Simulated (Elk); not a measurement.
Input and output of a self-consistent single point for PdRh (R-3m, 2 atoms in the cell) (Elk).

Method: PBEsol, all-electron FP-LAPW, Elk's shipped species files, APW+lo basis with extra local orbitals run with Elk.

The change in words: lattice scaled by 0.98. Reference geometry:
```yaml
crystal:
  lattice:
    - [1.35660, 0.78323, 4.42152]
    - [-1.35660, 0.78323, 4.42152]
    - [0.00000, -1.56646, 4.42152]
  atoms:
    - { symbol: Pd, position: [0.00000, 0.00000, 0.00000] }
    - { symbol: Rh, position: [0.50000, 0.50000, 0.50000] }
```

Reference input (self-consistent single point, DFT, PBEsol, all-electron FP-LAPW, Elk's shipped species files, APW+lo basis with extra local orbitals): xctype = 22; rgkmax = 7.5; stype = 0; swidth = 0.00183747 Ha; ngridk = 14 14 14; gmaxvr = 14 1/bohr; nxlo = 2; lorbcnd = true; rmtscf = 0.92; lmaxi = 3. This run's input differs from it in these lines:

```diff
@@ -31,5 +31,5 @@
 avec
-    2.5635947941    1.4800921445    8.3554713032
-   -2.5635947941    1.4800921445    8.3554713032
-    0.0000000000   -2.9601842889    8.3554713032
+    2.5123227463    1.4504897101    8.1883610215
+   -2.5123227463    1.4504897101    8.1883610215
+    0.0000000000   -2.9009809314    8.1883607538
```

Output, abridged:

```
│ Self-consistent loop started │
│ Loop number : 1 │
 total energy                :     -9817.35459733
│ Loop number : 2 │
 total energy                :     -9817.86184115
RMS change in Kohn-Sham potential (target) :   0.6212194817     (  0.1000000000E-05)
Absolute change in total energy (target)   :   0.5072438221     (  0.1000000000E-03)
│ Loop number : 3 │
 total energy                :     -9825.40342874
RMS change in Kohn-Sham potential (target) :   0.3428654299     (  0.1000000000E-05)
Absolute change in total energy (target)   :    7.668398537     (  0.1000000000E-03)
│ Loop number : 4 │
   [... lines left out ...]
Absolute change in total energy (target)   :   0.2862494330E-04 (  0.1000000000E-03)
│ Loop number : 15 │
 total energy                :     -9827.61735492
RMS change in Kohn-Sham potential (target) :   0.1136168204E-05 (  0.1000000000E-05)
Absolute change in total energy (target)   :   0.3777266647E-04 (  0.1000000000E-03)
│ Loop number : 16 │
 total energy                :     -9827.61737763
RMS change in Kohn-Sham potential (target) :   0.9091514663E-06 (  0.1000000000E-05)
Absolute change in total energy (target)   :   0.1326720849E-04 (  0.1000000000E-03)
Convergence targets achieved

│ Loop number : 17 │

Energies :
 Fermi                       :     0.422274583582
 total energy                :     -9827.61739042

Density of states at Fermi energy :    94.10046128
 (states/Hartree/unit cell)

Estimated indirect band gap :   0.2076461855E-03
 from k-point    204 to k-point     56
Estimated direct band gap   :   0.1089952713E-02
 at k-point    242

Charges :
 core                        :    56.00000000
 valence                     :    35.00000000
 interstitial                :    2.723580744
 muffin-tins (core leakage)
  species :    1 (Pd)
   atom    1                 :    44.72102439     (  0.2928295828E-07)
  species :    2 (Rh)
   atom    1                 :    43.55539487     (  0.7915409483E-07)
 total in muffin-tins        :    88.27641926
 total calculated charge     :    91.01156729
 total charge                :    91.00000000
 error                       :   0.1156728504E-01

│ Self-consistent loop stopped │
```

The run converged in 17 iterations. The count includes the last loop, which Elk runs after its targets are met. Against the reference run the total energy rises by 25.4 meV/atom.

The starting cell comes from a database of computed structures (which also holds hypothetical and non-ambient phases and stackings), without a prior relaxation at this level. Its lattice was rescaled by a random factor within 2.5 % of one. For this run, on top of that: lattice scaled by 0.98. Spin polarisation is off. Values depend on the basis (sphere radii, cutoffs, local orbitals), which need not be converged. The log's line on a gap gives a spacing of levels on this mesh, which the program prints for metals too.

Cost on one core of a shared machine: roughly 60 s.
